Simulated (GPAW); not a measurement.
## A short convergence ladder for Bi2PdPt (P-3m1, 4 atoms in the cell)

```
CELL_PARAMETERS angstrom
      4.30734     0.00000     0.00000
     -2.15367     3.73027     0.00000
      0.00000     0.00000     5.59778
ATOMIC_POSITIONS crystal
  Bi 0.33333 0.66667 0.24488
  Bi 0.66667 0.33333 0.75512
  Pd 0.00000 0.00000 0.50000
  Pt 0.00000 0.00000 0.00000
```

Base method: LDA (Perdew-Wang 92), GPAW PAW datasets LDA (gpaw-data 1.0.1) (plane waves; GPAW 25.7.0).

Base settings: mode = pw; ecut = 600 eV; xc = LDA; kpts = 4 4 3; mesh shift (steps) = 0 0 0; occupations.name = fermi-dirac; occupations.width = 0.1 eV; nbands = -10; convergence.density = 1e-05 e/electron; convergence.energy = 1e-05 eV/electron.

Core times come from one kind of shared machine, to one figure; runs under 30 s give none.

**The force threshold of a relaxation**

On Bi2PdPt (P3m1, 4 atoms in the cell): one atom moved by 0.15 angstrom.

In this ladder: optimizer = LBFGS.

The mesh stays at the base's, so the ladder's end is converged at best in this setting alone.

Only quantities that move along the ladder and can be compared are tabulated.

```csv
fmax,free energy less the last step's (meV/atom),largest force left (eV/Å),relaxation steps,core time / last (rough)
0.2 eV/Å,0.48,0.0969,2,0.3
0.1 eV/Å,0.48,0.0969,2,0.3
0.05 eV/Å,0.05,0.0445,6,0.5
0.03 eV/Å,0.01,0.0270,8,0.6
0.02 eV/Å,0.00,0.0069,9,0.7
0.01 eV/Å,0.00,0.0069,9,0.7
0.005 eV/Å,0.00,0.0020,10,0.7
0.002 eV/Å,0.00,0.0013,20,1.0
0.001 eV/Å,0.00,0.0005,23,1
```

Coarsest fmax that holds the free energy within 0.1 meV/atom of the last step, with all finer ones: 0.05 eV/Å; the step before is off by 0.48 meV/atom.

Coarsest fmax that holds the largest force left within 0.005 eV/Å of the last step, with all finer ones: 0.005 eV/Å; the step before is off by 0.0064 eV/Å.

Two neighbours can agree and both be off: 0.2 eV/Å and 0.1 eV/Å differ by 0.00 meV/atom in the free energy, yet lie about 0.48 meV/atom from the last step.

On the base run: the starting cell comes from a database of computed structures (which also holds hypothetical and non-ambient phases and stackings), without a prior relaxation at this level. Its lattice was rescaled by up to half a per cent. Spin polarisation is off. In the base run, with a pressure of about -4 GPa the cell is away from its equilibrium volume at this level. Without a gap this mesh is coarse (it stands for a supercell whose shortest vector is 17 Å).
